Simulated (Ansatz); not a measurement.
Take CdSe in the zinc blende structure (space group F-43m, No. 216; a = 6.133 Å) as the base. Axes: x, y, z lie along the cube axes.

Method: DFT with r2SCAN, PAW potentials and a 500 eV plane-wave cutoff in Ansatz (a quantum-chemistry and plane-wave program), no spin-orbit coupling.

Strains are applied to the cell and any free atomic positions relax; under biaxial strain the out-of-plane vector relaxes too.

One change was made to it. Results:

```csv
quantity,base,after
electron mass,0.093 mₑ (at Γ),0.095 mₑ (at Γ)
band gap,1.04 eV,1.08 eV
energy relative to the base (free energy F),0 meV/atom,+1.6 meV/atom
```

**Question.** Name the change that was made.
A) biaxial strain +0.71 %, plane normal [110], relaxed out of plane
B) isotropic strain −1.38 %
C) isotropic strain −0.61 %
D) biaxial strain −2.06 %, plane normal [001], relaxed out of plane

**Answer.** C, isotropic strain −0.61 %. For comparison, the band gap in the other runs: isotropic strain −1.38 % gives 1.13 eV; biaxial strain +0.71 %, plane normal [110], relaxed out of plane gives 0.98 eV; biaxial strain −2.06 %, plane normal [001], relaxed out of plane gives 1.01 eV.

A biaxial case was relaxed in a doubled cell and then solved in the primitive one. Effective masses come from finite differences of ±0.01 Å⁻¹. Whether these cells are dynamically stable was not tested.
